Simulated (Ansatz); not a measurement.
The parent structure is HfO2 (space group P4_2/nmc, No. 137; a = 3.5675 Å, c = 5.1667 Å).

Now apply this change: hydrostatic tension (pressure −2 GPa).

Levels (all Ansatz, a first-principles code, PAW, earlier PAW set): PBEsol (420 eV, no SOC); r2SCAN (500 eV, no spin-orbit coupling).

The geometry is relaxed with PBEsol.

* **PBEsol pressure**: -2.00 GPa
* **PBEsol band gap**: 4.58 eV
* **PBEsol gap character**: indirect, Z → Γ
* **PBEsol width of the top valence band**: 0.99 eV

**Question.** Predict the pressure, band gap, gap character and width of the top valence band from r2SCAN.

**Answer.** The pressure grows by 1.97 GPa (-2.00 GPa → -0.03 GPa); the band gap rises by 0.66 eV (4.58 eV → 5.24 eV); the gap character remains indirect, Z → Γ; the width of the top valence band is still 0.99 eV.

Single points use the geometry relaxed with PBEsol. Their cutoffs differ, which shifts pressures a little. With Hf present, leaving out spin-orbit coupling can change the band edges. Load acts through the strain it causes; cell and atoms are relaxed under it. Stability against distortions was not tested. This is not the structure that HfO2 has at room temperature and ambient pressure.
